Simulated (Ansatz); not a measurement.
For Y₂F (model structure, started from the Ca2N type, R-3m, No. 166, 3 atoms in the cell), LDA (PAW; Ansatz, a program for electronic structure) gives:

```
Property                   Result
-------------------  ------------
lattice parameter a       3.558 Å
c axis length            16.669 Å
bulk modulus B0          67.0 GPa
cohesive energy      5.53 eV/atom
```

### Question
What does r²SCAN (plane waves, PAW; Ansatz) give for the same quantities?

### Answer

- lattice constant a: 3.654 Å (increases by 2.7 %)
- lattice parameter c: 17.137 Å (rises by 2.8 %)
- bulk modulus: 58.6 GPa (shrinks by 13 %)
- cohesive energy: 4.64 eV/atom (drops by 0.89 eV/atom)

Changes are worked out from the printed values.

Unless a cell is named, each level is at its own relaxed cell (LDA 20.30, r²SCAN 22.02 Å³/atom).

Caveats: the bulk modulus is −V dP/dV from two relaxed cells at ±2 % in volume (LDA, r²SCAN). Ansatz's density-functional and Hartree–Fock values are scalar-relativistic unless marked +SOC, with PAW data made under PBE.

A model structure was made by putting elements into a prototype or built by hand; it is no filed structure, need not be a known phase, and can be a saddle point held by its symmetry.
